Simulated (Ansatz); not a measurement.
The parent structure is SnO2 in the rutile structure (space group P4_2/mnm, No. 136; a = 4.760 Å, c = 3.201 Å).

Level of theory: r2SCAN in Ansatz (plane waves to 500 eV, PAW, scalar-relativistic without spin-orbit coupling).

Before the change:

| Item | Value |
|---|---|
| Lattice parameter a | 4.760 Å |
| c/a ratio | 0.672 |
| Band gap | 1.77 eV |
| Hole mass | 1.7 mₑ along c, 1.3 mₑ across (at Γ) |
| Electron mass | 0.19 mₑ along c, 0.22 mₑ across (at Γ) |

Modification: every Sn is replaced by Si; the structure is relaxed again.

Tabulated Pauling electronegativity and covalent radius: Sn 1.96, 1.39 Å; Si 1.90, 1.11 Å.

### Question
How does this affect the lattice parameter a?

### Answer
The lattice parameter a falls by 0.575 Å (4.760 Å → 4.185 Å).

### Question
What does the calculation give for the c/a ratio after the change?

### Answer
The c/a ratio falls by 0.0348 to 0.638.

### Question
What happens to the band gap?

### Answer
The band gap goes up by 4.74 eV to 6.51 eV.

### Question
How does this affect the hole mass?

### Answer
The hole mass goes from 1.7 mₑ along c, 1.3 mₑ across (at Γ) to 1.7 mₑ along c, 1.1 mₑ across (at Γ).

### Question
What does the calculation give for the electron mass after the change?

### Answer
The electron mass goes from 0.19 mₑ along c, 0.22 mₑ across (at Γ) to 0.38 mₑ along c, 0.48 mₑ across (at Γ).

Masses are band curvatures over ±0.01 Å⁻¹ around the edge. No phonon test of stability was made.

Ansatz is a first-principles code.
